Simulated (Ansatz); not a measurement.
# Element substitutions in Al3Pt2

Take Al3Pt2 (space group P-3m1, No. 164; a = 4.204 Å, c = 5.184 Å; a cell from a computed database, its experimental status unchecked) as the base.

Each row replaces one element on all its sites; cell and atoms are relaxed.

Calculations: PBEsol, PAW, 420 eV (Ansatz, an electronic-structure program; spin-orbit coupling left out).

```csv
case,c/a ratio,shortest interatomic distance
base,1.233,2.499 Å
Pt → Pd,___,___
Al → In,1.215,___
Al → Ga,1.233,___
```

Q: Some entries are withheld; estimate them.

A: 
- Pt → Pd, c/a ratio: 1.221
- Pt → Pd, shortest interatomic distance: 2.517 Å
- Al → In, shortest interatomic distance: 2.708 Å
- Al → Ga, shortest interatomic distance: 2.509 Å

Whether these cells are dynamically stable was not tested. For Al3Pd2 and In3Pt2 in this form, whether it has been made was not checked. The final runs are not spin-polarised.
